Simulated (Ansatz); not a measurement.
The (111) surface of fluorite-type NiSi2 in its 1x1 cell (cut with top plane Si, bottom plane Si), outermost plane spacing 1.57 Å in the ideal cut (one of several cuts of this face), with 2 Si a cell over the bulk's ratio

The numbers are results of PBE (plane waves to 420 eV, PAW; Ansatz, an electronic-structure program), not measurements.

Set-up: 11 atoms, Ni3Si8, 11.0 Å thick at the start; mesh 11x11x1; 0.1 eV smearing; dipole correction on; all atoms relaxed; symmetry of the start imposed; no spin (magnetic order not tried), no spin-orbit, no U.

```
Quantity                                                Result
-----------------------------  -------------------------------
work function of the top face                          5.14 eV
energy released by relaxation                          0.34 eV
cost                           around 3.0 core-minutes (rough)
```
